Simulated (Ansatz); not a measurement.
Start from PbSe in the rock salt structure (space group Fm-3m, No. 225; a = 6.041 Å).

Method: DFT with LDA, PAW potentials and a 420 eV plane-wave cutoff in Ansatz (an electronic-structure program), spin-orbit coupling left out.

Before the change:

* **Pressure**: 0.0 GPa

It is then changed as follows: the cell is scaled by 0.9900 in all directions, atoms relaxed at fixed cell.

### Question
How does this affect the energy relative to the base?

### Answer
The energy grows by 4.6 meV/atom.

### Question
What does the calculation give for the pressure after the change?

### Answer
The pressure goes from zero to 1.9 GPa.

The cells carry an imposed strain or load. Whether these cells are dynamically stable was not tested. The final runs are not spin-polarised. Gaps under 0.05 eV, about the width of the smearing, are given as zero.
